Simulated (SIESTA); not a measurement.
A self-consistent single point of Y4ScSi10 (P6/mmm, 15 atoms in the cell) with SIESTA

Method of the run: GGA PBEsol, numerical atomic orbitals DZP, PseudoDojo PBEsol standard norm-conserving potentials (rewritten from UPF to PSML) run with SIESTA.

Input as run:

```
# files in the folder: Y.psml Sc.psml Si.psml (PseudoDojo PBEsol standard)
SystemName  Y4ScSi10
SystemLabel y4scsi10

NumberOfAtoms                15
NumberOfSpecies              3
%block ChemicalSpeciesLabel
  1 39 Y
  2 21 Sc
  3 14 Si
%endblock ChemicalSpeciesLabel
LatticeConstant              1.0 Bohr
%block LatticeVectors
     7.667488162    0.000000000    0.000000000
    -3.833744081    6.640238709    0.000000000
     0.000000000    0.000000000   37.523951506
%endblock LatticeVectors
AtomicCoordinatesFormat      Bohr
%block AtomicCoordinatesAndAtomicSpecies
     0.000000000    0.000000000   30.237550603  1
     0.000000000    0.000000000    7.286400903  1
     0.000000000    0.000000000   22.563152041  1
     0.000000000    0.000000000   14.960799465  1
     0.000000000    0.000000000    0.000000000  2
    -0.000003834    4.426828020   34.075500363  3
     3.833747915    2.213410690    3.448451143  3
     3.833747915    2.213410690   34.075500363  3
    -0.000003834    4.426828020    3.448451143  3
    -0.000003834    4.426828020   26.386842699  3
     3.833747915    2.213410690   11.137108807  3
     3.833747915    2.213410690   26.386842699  3
    -0.000003834    4.426828020   11.137108807  3
    -0.000003834    4.426828020   18.761975753  3
     3.833747915    2.213410690   18.761975753  3
%endblock AtomicCoordinatesAndAtomicSpecies

XC.functional                GGA
XC.authors                   PBEsol
PAO.BasisSize                DZP
PAO.EnergyShift              0.01 Ry
MeshCutoff                   400 Ry
%block kgrid.MonkhorstPack
    6   0   0  0.0
    0   6   0  0.0
    0   0   1  0.0
%endblock kgrid.MonkhorstPack
OccupationFunction           FD
ElectronicTemperature        100.0 meV

MaxSCFIterations             150
SCF.Mixer.Method             Pulay
SCF.Mixer.Weight             0.1
SCF.Mixer.History            6
SCF.DM.Tolerance             1.0E-05
Diag.ParallelOverK           true
WriteForces                  true
Charge.Mulliken              end
```

The program printed (abridged):

```
reinit: Reading from file input.fdf

reinit: System Name: Y4ScSi10
reinit: System Label: y4scsi10

coor:   Atomic-coordinates input format  =     Cartesian coordinates
coor:                                            (in Bohr units)

siesta: Atomic coordinates (Bohr) and species
siesta:      0.00000   0.00000  30.23755  1        1
siesta:      0.00000   0.00000   7.28640  1        2
siesta:      0.00000   0.00000  22.56315  1        3
siesta:      0.00000   0.00000  14.96080  1        4
siesta:      0.00000   0.00000   0.00000  2        5
siesta:     -0.00000   4.42683  34.07550  3        6
siesta:      3.83375   2.21341   3.44845  3        7
siesta:      3.83375   2.21341  34.07550  3        8
siesta:     -0.00000   4.42683   3.44845  3        9
siesta:     -0.00000   4.42683  26.38684  3       10
siesta:      3.83375   2.21341  11.13711  3       11
siesta:      3.83375   2.21341  26.38684  3       12
siesta:     -0.00000   4.42683  11.13711  3       13
siesta:     -0.00000   4.42683  18.76198  3       14
siesta:      3.83375   2.21341  18.76198  3       15

siesta: System type = bulk

initatomlists: Number of atoms, orbitals, and projectors:     15   225   270

siesta: ******************** Simulation parameters ****************************
redata: Spin configuration                          = none
redata: Time-Reversal Symmetry                      = T
redata: Number of Atomic Species                    =        3
redata: Mesh Cutoff                                 =   400.0000 Ry
redata: Net charge of the system                    =     0.0000 |e|
redata: Min. number of SCF Iter                     =        0
redata: Max. number of SCF Iter                     =      150
redata: SCF convergence failure will abort job
redata: SCF mix quantity                            = Hamiltonian
redata: Mix DM or H after convergence               =   F
redata: Recompute H after scf cycle                 =   F
   [... lines left out ...]
diag: Parallel distribution                         =     1 x     1
diag: Used triangular part                          = Lower
diag: Absolute tolerance                            =  0.100E-15
diag: Orthogonalization factor                      =  0.100E-05
diag: Memory factor                                 =  1.0000

superc: Internal auxiliary supercell:     7 x     7 x     3  =     147
superc: Number of atoms, orbitals, and projectors:   2205  33075  39690

                        Single-point calculation

superc: Internal auxiliary supercell:     7 x     7 x     3  =     147
superc: Number of atoms, orbitals, and projectors:   2205  33075  39690

outcell: Unit cell vectors (Ang):
        4.057460    0.000000    0.000000
       -2.028730    3.513863    0.000000
        0.000000    0.000000   19.856820

outcell: Cell vector modules (Ang)   :    4.057460    4.057460   19.856820
outcell: Cell angles (23,13,12) (deg):     90.0000     90.0000    120.0000
outcell: Cell volume (Ang**3)        :    283.1058
new_DM -- step:     1
Initializing Density Matrix...

Attempting to read DM from file... Failed...
DM filled with atomic data:

InitMesh: MESH = 48 x 48 x 240 = 552960
InitMesh: Mesh cutoff (required, used) =   400.000   403.743 Ry

stepf: Fermi-Dirac step function
        iscf     Eharris(eV)        E_KS(eV)     FreeEng(eV)     dDmax    Ef(eV) dHmax(eV)
   scf:    1    -6860.259331    -6906.422467    -6906.695078  1.908624 -4.373460  9.567967
   scf:    2    -6891.188755    -6902.914280    -6903.209485  0.066178 -4.406784 11.833893
   scf:    3    -6908.149182    -6908.037781    -6908.313078  0.033905 -4.384313  3.784279
   scf:    4    -6909.495956    -6909.013988    -6909.294056  0.050639 -4.415366  1.967973
   scf:    5    -6909.178220    -6909.155949    -6909.438279  0.017484 -4.426876  0.884843
   scf:    6    -6909.111686    -6909.179007    -6909.462893  0.017378 -4.449909  1.273848
   [... 11 lines left out ...]
   scf:   18    -6909.236479    -6909.236476    -6909.524402  0.000050 -4.484903  0.000447
   scf:   19    -6909.236473    -6909.236475    -6909.524402  0.000048 -4.484908  0.000329
   scf:   20    -6909.236470    -6909.236472    -6909.524403  0.000037 -4.484903  0.000129
   scf:   21    -6909.236465    -6909.236469    -6909.524403  0.000010 -4.484892  0.000208
   scf:   22    -6909.236470    -6909.236469    -6909.524403  0.000001 -4.484892  0.000154
SCF Convergence by DM+H criterion
max |DM_out - DM_in|         :     0.0000011172
max |H_out - H_in|      (eV) :     0.0001541933
SCF cycle converged after 22 iterations

Using DM_out to compute the final energy and forces

siesta: E_KS(eV) =            -6909.2365

siesta: E_KS - E_eggbox =     -6909.2365

siesta: Atomic forces (eV/Ang):
     1   -0.000000   -0.000000    0.047988
     2   -0.000000    0.000000   -0.047999
     3   -0.000000   -0.000000    0.005877
     4   -0.000000    0.000000   -0.005856
     5   -0.000000    0.000000   -0.000010
     6    0.000031   -0.000019    0.023761
     7   -0.000031    0.000019   -0.023787
     8   -0.000031    0.000019    0.023761
     9    0.000031   -0.000019   -0.023787
    10    0.000037   -0.000022    0.040113
    11   -0.000037    0.000022   -0.040102
    12   -0.000037    0.000022    0.040113
    13    0.000037   -0.000022   -0.040102
    14    0.000040   -0.000024    0.000016
    15   -0.000040    0.000024    0.000016
   Tot   -0.000000    0.000000    0.000000
   Max    0.047999
   Res    0.017237    sqrt( Sum f_i^2 / 3N )
   Max    0.047999    constrained

Stress tensor Voigt[x,y,z,yz,xz,xy] (kbar):       22.73       22.73       38.50       -0.00        0.00        0.00
(Free)E + p*V (eV/cell)    -6914.4695
Target enthalpy (eV/cell)    -6909.5244

siesta: Program's energy decomposition (eV):
siesta: Ebs     =     -1862.000579
siesta: Eions   =     11002.290934
siesta: Ena     =      2643.274870
siesta: Ekin    =      2165.490171
siesta: Enl     =       681.531917
siesta: Eso     =         0.000000
siesta: Edftu   =         0.000000
siesta: DEna    =       108.131995
siesta: DUscf   =         1.883216
siesta: DUext   =         0.000000
siesta: Ex      =     -1359.993311
siesta: Ec      =      -147.264393
siesta: Exc     =     -1507.257704
siesta: Eharris =     -6909.236470
siesta: Etot    =     -6909.236469
siesta: FreeEng =     -6909.524403

siesta: Atomic forces (eV/Ang):
siesta:      1   -0.000000   -0.000000    0.047988
siesta:      2   -0.000000    0.000000   -0.047999
siesta:      3   -0.000000   -0.000000    0.005877
   [... lines left out ...]
siesta: Cell volume =        283.105803 Ang**3
siesta:         -27.98551377        -31.80371380  kBar
   [... lines left out ...]
               3s      4s      4s      3py     3pz     3px     4py     4pz
               4px     3dxy    3dyz    3dz2    3dxz    3dx2-y2 3dxy    3dyz
               3dz2    3dxz    3dx2-y2
   5 10.715   1.954   0.123   0.193   1.995   2.007   1.995   0.246   0.333
              0.246   0.298   0.369   0.289   0.369   0.298  -0.007   0.013

             -0.014   0.013  -0.007

Species: Si
Atom  Qatom  Qorb
               3s      3s      3py     3pz     3px     3py     3pz     3px
               3Pdxy   3Pdyz   3Pdz2   3Pdxz   3Pdx2-y2
   6  4.142   0.996   0.216   0.371   0.772   0.371   0.314   0.162   0.314
              0.173   0.090   0.101   0.090   0.173
   7  4.142   0.996   0.216   0.371   0.772   0.371   0.314   0.162   0.314
   [... 17 lines left out ...]

mulliken: Qtot =       95.000

Mulliken Atomic Populations:
Atom #   charge [q] valence [e]  Species
     1     0.197078   10.802922  Y
     2     0.197076   10.802924  Y
     3     0.142378   10.857622  Y
     4     0.142377   10.857623  Y
     5     0.284984   10.715016  Sc
     6    -0.141687    4.141687  Si
     7    -0.141688    4.141688  Si
     8    -0.141687    4.141687  Si
     9    -0.141688    4.141688  Si
    10    -0.062330    4.062330  Si
    11    -0.062331    4.062331  Si
    12    -0.062329    4.062329  Si
    13    -0.062331    4.062331  Si
    14    -0.073912    4.073912  Si
    15    -0.073911    4.073911  Si
 Total    -0.000000
```

The run converged in 22 iterations.

The starting cell comes from a database of computed structures (which also holds hypothetical and non-ambient phases and stackings), without a prior relaxation at this level. Values carry the incompleteness of an atom-centred basis.

Cost on one core of a shared machine: roughly 4 min.
